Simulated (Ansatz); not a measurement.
Cell of rock-salt ZrN (0 0 1) on 3C silicon carbide (0 0 1) (film strained to the substrate, faces as cut), relaxed at this level with a, b, gamma of the cell held:

```yaml
crystal:
  lattice:
    - [3.09697, -0.00025, 0.03533]
    - [0.00006, 3.09722, 0.03625]
    - [-0.26325, -0.26369, 22.73137]
  atoms:
    - { symbol: C, position: [0.08419, 0.44470, 0.15075] }
    - { symbol: C, position: [0.58407, 0.94456, 0.05378] }
    - { symbol: C, position: [0.08425, 0.44462, 0.34317] }
    - { symbol: C, position: [0.58422, 0.94470, 0.24691] }
    - { symbol: C, position: [0.08425, 0.44543, 0.53486] }
    - { symbol: C, position: [0.58424, 0.94458, 0.43920] }
    - { symbol: Si, position: [0.08418, 0.94471, 0.19915] }
    - { symbol: Si, position: [0.58415, 0.44463, 0.10261] }
    - { symbol: Si, position: [0.08422, 0.94457, 0.39195] }
    - { symbol: Si, position: [0.58423, 0.44467, 0.29551] }
    - { symbol: Si, position: [0.58422, 0.44457, 0.48887] }
    - { symbol: N, position: [0.08393, 0.94239, 0.74363] }
    - { symbol: N, position: [0.58413, 0.44276, 0.64055] }
    - { symbol: N, position: [0.08394, 0.94250, 0.94457] }
    - { symbol: N, position: [0.58394, 0.44230, 0.84252] }
    - { symbol: Zr, position: [0.58392, 0.44240, 0.73290] }
    - { symbol: Zr, position: [0.08412, 0.94212, 0.60911] }
    - { symbol: Zr, position: [0.58399, 0.44296, 0.97670] }
    - { symbol: Zr, position: [0.08394, 0.94229, 0.85199] }
```

The numbers are results of PBE (plane waves to 420 eV, PAW; Ansatz, a first-principles code), not measurements. Scalar-relativistic, without spin–orbit coupling; the runs are not spin-polarised. Its k-point mesh 10×10×1, Fermi–Dirac width 0.05 eV.

Task: Give the plane-averaged electrostatic potential energy of an electron along the normal (the smooth PAW potential), about its mean over the cell.

Result: 
```
z (Å) | V (eV)
    0.000 | ################## -1.06
    0.284 | ########################## 4.91
    0.568 | ############################# 7.52
    0.710 | ############################ 7.10
    0.995 | ######################## 4.04
    1.279 | ###################### 2.06
    1.563 | ####################### 2.72
    1.847 | ###################### 1.81
    1.989 | #################### 0.43
    2.273 | ################# -1.57
    2.558 | ################## -0.75
    2.842 | ##################### 1.69
    2.984 | ###################### 2.22
    3.268 | ##################### 1.37
    3.552 | ##################### 1.23
    3.836 | ###################### 2.30
    4.121 | #################### 0.89
    4.263 | ################### -0.45
    4.547 | ################# -1.68
    4.831 | ################### -0.10
    5.115 | ###################### 2.03
    5.399 | ##################### 1.67
    5.542 | ##################### 1.14
    5.826 | ###################### 1.81
    6.110 | ###################### 2.39
    6.394 | #################### 0.26
    6.536 | ################## -0.92
    6.820 | ################## -1.34
    7.105 | #################### 0.81
    7.389 | ###################### 2.31
    7.673 | ##################### 1.46
    7.815 | ##################### 1.25
    8.099 | ###################### 2.43
    8.383 | ###################### 2.24
    8.667 | ################### -0.28
    8.952 | ################## -1.32
    9.094 | ################## -0.74
    9.378 | ##################### 1.62
    9.662 | ###################### 2.33
    9.946 | ##################### 1.49
   10.088 | ###################### 1.76
   10.373 | ####################### 3.20
   10.657 | ###################### 2.13
   10.941 | ################### -0.45
   11.225 | ################## -0.80
   11.367 | ################### 0.08
   11.651 | ###################### 2.18
   11.936 | ###################### 2.49
   12.220 | ####################### 2.78
   12.504 | ########################## 5.53
   12.646 | ############################ 6.82
   12.930 | ########################### 6.35
   13.214 | ##################### 1.44
   13.499 | ############# -4.78
   13.641 | ########## -7.09
   13.925 | ####### -9.25
   14.209 | ####### -9.26
   14.493 | ############ -5.92
   14.777 | ################### 0.00
   14.919 | ####################### 3.12
   15.204 | ############################# 7.81
   15.488 | ############################## 8.16
   15.772 | ########################## 5.45
   16.056 | ################### -0.22
   16.198 | ############## -3.78
   16.482 | ##### -11.27
   16.767 |  -15.02
   17.051 | ##### -11.31
   17.193 | ########## -7.02
   17.477 | ###################### 2.28
   17.761 | ############################ 6.98
   18.045 | ############################# 7.97
   18.330 | ############################ 6.48
   18.472 | ######################### 4.44
   18.756 | ############## -3.81
   19.040 | ### -12.56
   19.324 |  -15.05
   19.608 | ###### -10.20
   19.751 | ########### -6.29
   20.035 | ##################### 1.12
   20.319 | ########################### 6.23
   20.603 | ############################## 8.37
   20.745 | ############################## 8.36
   21.029 | ########################## 4.88
   21.314 | ################## -1.16
   21.598 | ########### -6.66
   21.882 | ####### -9.35
   22.024 | ####### -9.50
   22.308 | ######### -8.32
   22.592 | ############## -4.17
```
